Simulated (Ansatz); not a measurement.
**Response to strain in CdSe**

The reference is CdSe in the wurtzite structure (space group P6_3mc, No. 186; a = 4.248 Å, c = 6.941 Å).

Strains are applied to the cell and any free atomic positions relax.

All numbers come from LDA in Ansatz (plane waves to 420 eV, PAW, scalar-relativistic without spin-orbit coupling).

Candidates:
(a) isotropic strain −2.40 %
(b) isotropic strain −0.60 %
(c) isotropic strain −3.00 %
(d) isotropic strain −1.80 %

For the base:

```
Item       Result
--------  -------
Band gap  0.46 eV
```

**Question.** Order them by band gap, highest first.

**Answer.** (c) isotropic strain −3.00 % (0.65 eV), (a) isotropic strain −2.40 % (0.62 eV), (d) isotropic strain −1.80 % (0.58 eV), (b) isotropic strain −0.60 % (0.50 eV)

No phonon test of stability was made.

Ansatz is a program for electronic structure.
